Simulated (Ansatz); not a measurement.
Worked example: self-consistent single point of BaTiO3 (R3m, 5 atoms in the cell) in Ansatz (a first-principles code).

Level of theory: LDA (PW92), default PAW files made with PBE (plane waves; Ansatz).

```
CELL_PARAMETERS angstrom
      2.83401     1.63622     2.32388
     -2.83401     1.63622     2.32388
      0.00000    -3.27244     2.32388
ATOMIC_POSITIONS crystal
  Ba 0.00731 0.00731 0.00731
  Ti 0.51333 0.51333 0.51333
  O  0.48895 0.97972 0.48895
  O  0.48895 0.48895 0.97972
  O  0.97972 0.48895 0.48895
```

Reference input (self-consistent single point, DFT, LDA (PW92), plane waves, default PAW files made with PBE): basis.ecutwfc = 420 eV; kpoints.mp_grid.grid = 6 6 6; hamiltonian.xc = lda; hamiltonian.pseudopotentials = {kind: paw} (the program's default PAW files); scf.occupations.method = fermi_dirac; scf.occupations.width = 0.01 eV. This run's input differs from it in these lines:

Ansatz 0.2 input:
```diff
@@ -19,3 +19,3 @@
 scf:
-  occupations: { method: fermi_dirac, width: 0.01 }
+  occupations: { method: fermi_dirac, width: 0.5 }
 output:
```

Output (repeated stretches shortened):

```
SCF iter   1: F=—  HF=-9904.624759 eV  |F-HF|=—  |Δ(HF+E_count)|=         —  Δρ=2.58e-2  dr2=4.79e-1  ethr=1.77e-3  ⟨swp⟩=6.1  Hψ=4240  notcnv=0
all-band conjugate gradients solve this SCF's bands
preconditioner: auto → Resta (q_TF=auto, 2.518 Å⁻¹)
SCF iter   2: F=—  HF=-9904.562258 eV  |F-HF|=—  |Δ(HF+E_count)|=   6.25e-2  Δρ=1.13e-2  dr2=1.12e-1  ethr=1.20e-3  ⟨swp⟩=1.0  Hψ=1152  notcnv=0
SCF iter   3: F=—  HF=-9904.546135 eV  |F-HF|=—  |Δ(HF+E_count)|=   1.61e-2  Δρ=2.47e-3  dr2=6.41e-3  ethr=2.81e-4  ⟨swp⟩=1.0  Hψ=896  notcnv=0
SCF iter   4: F=—  HF=-9904.545219 eV  |F-HF|=—  |Δ(HF+E_count)|=   9.16e-4  Δρ=2.55e-4  dr2=5.93e-5  ethr=1.60e-5  ⟨swp⟩=1.7  Hψ=1038  notcnv=0
SCF iter   5: F=—  HF=-9904.545214 eV  |F-HF|=—  |Δ(HF+E_count)|=   4.83e-6  Δρ=5.18e-5  dr2=1.45e-6  ethr=1.48e-7  ⟨swp⟩=2.1  Hψ=1480  notcnv=0
SCF iter   6: F=-9904.545213 eV  HF=-9904.545213 eV  |F-HF|=6.62e-8  |Δ(HF+E_count)|=   5.92e-7  Δρ=1.11e-5  dr2=9.06e-8  ethr=2.50e-10  ⟨swp⟩=8.2  Hψ=4963  notcnv=0
SCF 1 converged in 6 iterations: F = -9904.545213 eV  dr2 = 9.06e-8
Free energy (F): -9904.545213 eV
Internal energy: -9904.031963 eV  (E = F + TS)
E sigma→0 (E₀):  -9904.288588 eV
Entropy (-TS):   -0.513250 eV (-102.650 meV/atom)
Fermi energy:    11.149314 eV
--- Forces (eV/Å), atoms counted from 1 ---
  atom   1  Ba     0.00000000    -0.00000000    -0.18571085
  atom   2  Ti    -0.00000000     0.00000000    -0.09743024
  atom   3  O     -0.09843602     0.05683206     0.09438924
  atom   4  O      0.00000000    -0.11366412     0.09438924
  atom   5  O      0.09843602     0.05683206     0.09438924
--- Stress (GPa, compression-positive) ---
       -5.797585      -0.000000      -0.000000
       -0.000000      -5.797585      -0.000000
       -0.000000      -0.000000      -5.805269
  P = ⅓ Tr σ = -5.8001 GPa (-58.001 kbar)
  The stress holds the Pulay correction. Without it, at fixed plane waves, as pw.x and ABINIT print it: P = -6.5471 GPa
```

The run converged in 6 iterations. Against the reference run the free energy goes down by 23.0 meV/atom, the pressure goes from -6.89 to -5.80 GPa, the largest force goes from 0.303 to 0.186 eV/Å and the gap on the mesh goes from 2.358 to 2.501 eV.

The starting cell comes from a database of computed structures (which also holds hypothetical and non-ambient phases and stackings), without a prior relaxation at this level. Its lattice was rescaled by up to half a per cent. One atom was moved a little off its site on purpose. With a pressure of about -6 GPa the cell is away from its equilibrium volume at this level. Ansatz's pressure includes its estimate of the finite-basis (Pulay) stress. Without the estimate this run gives -6.55 GPa.
